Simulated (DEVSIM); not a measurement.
Device: illuminated CdTe p-on-n cell, one wavelength, at 350 K.

| layer (left to right) | material | thickness (μm) | Nd (cm⁻³) | Na (cm⁻³) | τn (s) | τp (s) | absorption coefficient (cm⁻¹) |
|---|---|---|---|---|---|---|---|
| 1 | CdTe | 0.270 | - | 1.3e18 | 9.1e-12 | 2.9e-10 | 14000 |
| 2 | CdTe | 1.40 | 5.8e15 | - | 4.8e-10 | 4.8e-10 | 14000 |

Left contact: ohmic, minority electron recombination velocity 10000 cm/s. Right contact: ohmic, minority hole recombination velocity 700 cm/s. Voltage is applied to the left contact. Recombination: SRH at mid-gap, radiative, Auger. Light enters at the left, 5.8e16 photons cm⁻² s⁻¹, one pass, no reflection. Mobility is constant in doping.

Constants are typed, rounded textbook-type inputs, not results; the design itself was drawn at random and stands for no fabricated device. Values at 300 K; Nc and Nv go as T^1.5, mobilities as T to minus their exponent, the gap by Varshni's rule with the affinity fixed.

```
parameter            CdTe
----------------  -------
gap (eV)              1.5
affinity (eV)        4.28
permittivity         10.2
Nc (cm⁻³)            8e17
Nv (cm⁻³)          1.8e19
μn (cm²/Vs)          1000
μp (cm²/Vs)            80
T exponent of μn      1.7
T exponent of μp      1.5
B (cm³/s)           1e-10
Cn (cm⁶/s)          1e-30
Cp (cm⁶/s)          1e-30
Varshni α (eV/K)  0.00031
Varshni β (K)         108
```

Simulated with DEVSIM: 1D drift-diffusion, Boltzmann statistics, complete ionisation; no tunnelling, impact ionisation, image-force lowering or self-heating.

Tabulate band edges, carrier densities and field at 1.1 V on the left contact, in the dark.

Energies count from the Fermi level of the right contact; mesh points crowd at the junctions.

```
x (μm)   Ec (eV)  Ev (eV)  n (cm⁻³)  p (cm⁻³)  field (V/cm)
-------  -------  -------  --------  --------  ------------
0.000      0.299   -1.186    1.2e13    1.3e18           ≈ 0
0.01452    0.299   -1.186    1.2e13    1.3e18           ≈ 0
0.03618    0.299   -1.186    1.2e13    1.3e18           ≈ 0
0.06853    0.299   -1.186    1.3e13    1.3e18           ≈ 0
0.1350     0.299   -1.186    1.7e13    1.3e18           ≈ 0
0.1893     0.299   -1.186    2.3e13    1.3e18           ≈ 0
0.2257     0.299   -1.186    2.9e13    1.3e18           ≈ 0
0.2562     0.298   -1.187    3.6e13    1.3e18         -2400
0.2700     0.267   -1.218    1.1e14    4.5e17        -70000
0.2850     0.206   -1.279    8.2e14    5.9e16        -25000
0.3092     0.167   -1.319    3.1e15    1.6e16        -11000
0.3654     0.139   -1.347    7.9e15    5.5e15         -1900
0.4381     0.134   -1.351    9.2e15    3.8e15            13
0.5548     0.136   -1.349    8.6e15    2.8e15           260
0.8267     0.143   -1.343    7.2e15    1.4e15           210
1.123      0.148   -1.337    6.4e15    6.2e14           150
1.338      0.151   -1.335    6.2e15    3.6e14           120
1.472      0.153   -1.333    6.1e15    2.7e14           110
1.577      0.154   -1.332    6.0e15    2.4e14           130
1.621      0.154   -1.331    5.9e15    2.4e14           180
1.649      0.155   -1.331    5.9e15    2.4e14           240
1.670      0.156   -1.330    5.8e15    2.5e14           320
```
